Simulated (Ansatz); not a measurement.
Rock-salt LaS was calculated with r²SCAN+rVV10 (plane waves, PAW; Ansatz, an electronic-structure program).

Run with plane-wave cutoff 560 eV, 16×16×16 k mesh, Fermi–Dirac smearing 0.05 eV, scalar-relativistic PAW data made under PBE.

Energies at three volumes about the minimum:

```tsv
V (Å³/atom)	E − E_lowest (meV/atom)
24.732	2.85
25.237	0.00
25.742	2.65
```

Fit a parabola by hand: where is the minimum, what lattice constant follows, and what is the bulk modulus?

Slopes: (0.00 − 2.85)/(25.237 − 24.732) = -5.644 and (2.65 − 0.00)/(25.742 − 25.237) = 5.248 meV/Å³. Curvature E″ = 2 × (5.248 − (-5.644))/(25.742 − 24.732) = 21.568 meV/Å⁶. From the middle of the first interval, the slope vanishes at V0 = 24.9845 − (-5.644)/21.568 = 25.246 Å³/atom. B = V0 E″ = 25.246 × 21.568 meV/Å³ × 0.1602 GPa per meV/Å³ = 87.2 GPa. With 8 atoms in the cube, a = (8 × 25.246)^(1/3) = 5.867 Å. The full Birch–Murnaghan fit to all volumes gives V0 = 25.237 Å³/atom and B0 = 87.1 GPa.

Note: the relaxation could not lower the start's symmetry, so the cell can be a saddle point above a distorted one.
